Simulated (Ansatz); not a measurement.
## Hypothetical anti-perovskite Mg3PbO, pressure series

Start from Mg₃PbO in the anti-perovskite structure (space group Pm-3m, No. 221; a = 4.4341 Å; a hypothetical phase, not in the database extracts checked).

Cell and atoms are relaxed at each pressure.

Levels (all Ansatz, a program for electronic structure, PAW): PBE (420 eV, without spin-orbit coupling); PBEsol (420 eV, spin-orbit coupling left out).

The base cell above is that of PBE; each level relaxes its own structures.

```json
[
 {"case": "pressure −2 GPa", "lattice parameter a, PBE": "448.4 pm", "lattice parameter a, PBEsol": "443.0 pm"},
 {"case": "pressure −1 GPa", "lattice parameter a, PBE": "445.8 pm", "lattice parameter a, PBEsol": "___"},
 {"case": "pressure 0.3 GPa", "lattice parameter a, PBE": "442.7 pm", "lattice parameter a, PBEsol": "437.9 pm"},
 {"case": "pressure 0.7 GPa", "lattice parameter a, PBE": "441.8 pm", "lattice parameter a, PBEsol": "___"},
 {"case": "pressure 1.5 GPa", "lattice parameter a, PBE": "440.1 pm", "lattice parameter a, PBEsol": "435.5 pm"},
 {"case": "pressure 3 GPa", "lattice parameter a, PBE": "437.1 pm", "lattice parameter a, PBEsol": "___"},
 {"case": "pressure 5 GPa", "lattice parameter a, PBE": "433.5 pm", "lattice parameter a, PBEsol": "429.3 pm"},
 {"case": "pressure 7.5 GPa", "lattice parameter a, PBE": "429.5 pm", "lattice parameter a, PBEsol": "___"},
 {"case": "pressure 10 GPa", "lattice parameter a, PBE": "425.9 pm", "lattice parameter a, PBEsol": "422.2 pm"}
]
```

### Question
Some entries are withheld; estimate them.

### Answer

- pressure −1 GPa, lattice parameter a, PBEsol: 440.7 pm
- pressure 0.7 GPa, lattice parameter a, PBEsol: 437.0 pm
- pressure 3 GPa, lattice parameter a, PBEsol: 432.7 pm
- pressure 7.5 GPa, lattice parameter a, PBEsol: 425.6 pm

PBE lies above PBEsol in every row, by 3.7 pm to 5.4 pm. They put the cases in the same order.

Load acts through the strain it causes; cell and atoms are relaxed under it. Stability against distortions was not tested. Competing high-pressure phases were not computed. The final runs are not spin-polarised.
